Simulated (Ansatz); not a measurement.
The parent structure is Ti in the hcp (Mg type) structure (space group P6_3/mmc, No. 194; a = 2.9009 Å, c = 4.5906 Å).

Levels (all Ansatz, an electronic-structure program, PAW): PBEsol (420 eV, scalar-relativistic without spin-orbit coupling); r2SCAN (500 eV, spin-orbit coupling left out).

The geometry is relaxed with PBEsol.

| Item | Value |
|---|---|
| PBEsol pressure | 0.0 GPa |

How does going to r2SCAN change the pressure?

The pressure goes from zero to 4.2 GPa.

Single points use the geometry relaxed with PBEsol. Their cutoffs differ, which shifts pressures a little. No phonon test of stability was made. All final runs are without spin polarisation.
